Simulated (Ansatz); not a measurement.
**BAs under a change: pressure 4.5 GPa**

The reference is BAs in the zinc blende structure (space group F-43m, No. 216; a = 4.768 Å).

One thing is altered: cell and atoms relaxed at a pressure of 4.5 GPa.

Computed with PBEsol (Ansatz, an electronic-structure program; PAW; 420 eV plane waves; no spin-orbit coupling). k-mesh 12×12×12 (Γ-centred); smearing 0.05 eV (Fermi–Dirac).

The volume per atom falls by 0.40 Å³ to 13.15 Å³ and the density grows by 0.16 g/cm³ to 5.41 g/cm³. The lattice parameter a decreases by 0.048 Å to 4.720 Å and the shortest interatomic distance decreases by 0.021 Å (2.065 Å → 2.044 Å). The enthalpy H = E + PV relative to the base's energy comes out as +0.37 eV/atom and the band gap shrinks by 0.03 eV (1.08 eV → 1.05 eV). The smallest direct gap increases by 0.04 eV, from 3.25 eV to 3.29 eV and the width of the top valence band goes up by 0.18 eV to 5.45 eV. The electron mass stays 1.1 mₑ along k, 0.21 mₑ across (off the special points) and the hole mass (degenerate bands, along [100]) becomes 0.22, 0.22, 0.24 mₑ (at Γ) (base: 0.23 mₑ (at Γ)).

Load acts through the strain it causes; cell and atoms are relaxed under it. Masses are band curvatures over ±0.01 Å⁻¹ around the edge. Along k means along the line from Γ to the band edge. No phonon test of stability was made.
